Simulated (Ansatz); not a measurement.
Li interstitial (bulk 2H MoS2 host)

All values below come from PBE-D3(BJ), PAW (plane waves to 420 eV; Ansatz, a quantum-chemistry and plane-wave program). The supercell holds 54 host sites (3×3×1 repeats of a cell of 6 atoms), with a 3×3×2 Γ-centred k-point sampling for the final energies. Site at the start: void with 6S nearest. Energies of charged states are corrected for periodic images (point charge plus alignment at distant sites). Dielectric constants: PBE linear response of the host. Host gap at this level: 0.77 eV. A cell of this size leaves errors of a few tenths of an eV. PBE underestimates the host's gap, which shifts levels and can delocalise carriers. Spin–orbit coupling is left out. Each state is the lowest found from its start.

The name describes the start; the neighbours show where the atoms ended.

Charges with a result: +1, 0. Others weren't obtained, and one of them could lie lower, also by skipping a charge.

| charge | moment (μB) | point group | largest move off a lattice site (Å) | neighbours of the last Li atom of the defect at the end (Å) | image correction with alignment (eV) |
|---|---|---|---|---|---|
| +1 | not spin-polarised | D3d | 0.06 | S 2.38, S 2.38, S 2.38, S 2.38, S 2.38, S 2.38 | 0.16 |
| 0† | quenched | – | 0.06 | S 2.38, S 2.38, S 2.38, S 2.38, S 2.38, S 2.38 | 0.00 |

† Not settled in this cell, so no level is given: charge 0: a level filled in part, carriers not clearly localised, level within 0.1 eV of a band edge or past it.

Point groups are those of the whole cell at tolerances of 0.03 and 0.1 Å ("near" where only the looser one holds); none is given for unsettled states.

Starting moments that weren't kept: charge 0 began with 1 μB and ended with 0.0.

Flagged in the runs: a doubtful potential alignment, a host whose relaxation on this sampling wasn't shown to rest, a strain field that reaches the edge of the cell.
